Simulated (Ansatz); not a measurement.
Density of states of CsH (Pm-3m) below the valence band maximum, PBEsol, rigid bands run with Ansatz (a first-principles code); cell volume 51.7 Å³.

(energy from edge (eV), 10⁻³ states/eV/cell): (0.006, 6.99); (0.031, 16.6); (0.056, 23.4); (0.081, 30.5); (0.106, 36.2); (0.131, 42.4); (0.156, 110); (0.181, 180); (0.206, 230); (0.231, 286); (0.256, 334); (0.281, 381); (0.319, 461); (0.344, 521); (0.369, 587); (0.394, 647); (0.419, 733); (0.444, 798); (0.469, 888); (0.494, 991); (0.519, 1110); (0.544, 1240); (0.569, 1400); (0.594, 1580)

Q: What effective density of states at 300 K does this give (∫ g(E) exp(−E/k_BT) dE, both spins, divided by the cell's size)?

A: 7.1e18 cm⁻³, a density-of-states mass of 0.43 mₑ, valleys and band degeneracy included.

Spin-orbit coupling is left out; where it splits the top of the valence band, N_v and the p-type Seebeck coefficient come out somewhat high without it. Geometry: cell and atoms relaxed with PBEsol.

Computed structure, not matched to a measured one here, so possibly hypothetical: CsH (Pm-3m).
